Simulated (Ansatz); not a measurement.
**Ge: response to strain**

Start from Ge in the diamond structure (space group Fd-3m, No. 227; a = 5.674 Å).

Strains are applied to the cell and any free atomic positions relax.

Level of theory: plane-wave PAW DFT at the r2SCAN level (Ansatz, a program for electronic structure, 500 eV), without spin-orbit coupling.

Computed cases, in order: isotropic strain −3.00 %; isotropic strain −2.50 %; isotropic strain −2.00 %; isotropic strain −1.50 %; isotropic strain −1.00 %; isotropic strain −0.50 %; the unstrained base.

Task: Between which two neighbouring cases does the gap turn between direct and indirect?

Result: Between isotropic strain −0.50 % (0.49 eV, indirect, Γ → L) and the unstrained base (0.36 eV, direct at Γ). The whole series: isotropic strain −3.00 %: 0.66 eV, indirect, Γ → Γ–X (80 % along); isotropic strain −2.50 %: 0.69 eV, indirect, Γ → Γ–X (80 % along); isotropic strain −2.00 %: 0.65 eV, indirect, Γ → L; isotropic strain −1.50 %: 0.59 eV, indirect, Γ → L; isotropic strain −1.00 %: 0.54 eV, indirect, Γ → L; isotropic strain −0.50 %: 0.49 eV, indirect, Γ → L; the unstrained base: 0.36 eV, direct at Γ.

Whether these cells are dynamically stable was not tested. The real Ge has an indirect gap at ambient pressure; r2SCAN orders its close-lying valleys differently.
